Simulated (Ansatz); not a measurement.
The starting structures come from a database of crystals and need not be the phases stable at ambient conditions.

 Where the default PAW files enter, the runs use the earlier of Ansatz's two default sets.

The decay constant κ of evanescent states in the gap governs leakage through a thin film.

Data:

```
CELL_PARAMETERS angstrom
      4.19870     0.00000     0.00000
     -2.09935     3.63618     0.00000
      2.09935    -1.21206     3.42823
ATOMIC_POSITIONS crystal
  Mg 0.00000 0.00000 0.00000
  Se 0.25000 0.75000 0.25000
```

Space group of this cell: F-43m, zinc blende. The cell is taken as given.

Transport runs along the normal of the first two printed cell vectors, the (111) plane of the conventional cell.

The gap is the functional's own, uncorrected, and κ follows it; spin-orbit coupling is left out. Mid-gap values are interpolated between the computed energies.

Question: Predict the band gap and the smallest decay constant κ at mid-gap from r2SCAN run with Ansatz (a quantum-chemistry and plane-wave program).

Answer: Gap 3.36 eV on a 10×10×10 mesh; κ = 0.211 1/Å, at the zone centre.
